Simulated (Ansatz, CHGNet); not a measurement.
## Fluorite NiSi₂: properties by level of theory

Reference values: lattice constant a 5.406 Å (measured, temperature not stated, no zero-point or thermal correction; as tabulated in Wikipedia's data pages).

```
level (code)            equilibrium lattice constant a (Å)  enthalpy of formation (eV/atom)
----------------------  ----------------------------------  -------------------------------
CHGNet-r²SCAN (CHGNet)                               5.380                              [?]
PBE-D3(BJ) (Ansatz)                                  5.378                           -0.432
rVV10 (Ansatz)                                       5.475                           -0.242
r²SCAN (Ansatz)                                      5.386                           -0.352
HSE06 (Ansatz)                                       5.374                           -0.357
```

Task: Complete the blanks.

Result: 
- CHGNet-r²SCAN (CHGNet), enthalpy of formation (eV/atom): -0.400

Machine-learned potentials (CHGNet-r²SCAN) are trained on DFT data, which may include these solids.

Caveats: hybrids on metals are sensitive to the k mesh and can open a false gap (HSE06). Ansatz's density-functional and Hartree–Fock values are scalar-relativistic unless marked +SOC, with PAW data made under PBE.

The crystal itself was run without spin with PBE-D3(BJ), rVV10, r²SCAN, HSE06.

The computed numbers hold no vibrational or temperature effects.

Ansatz is an electronic-structure program.
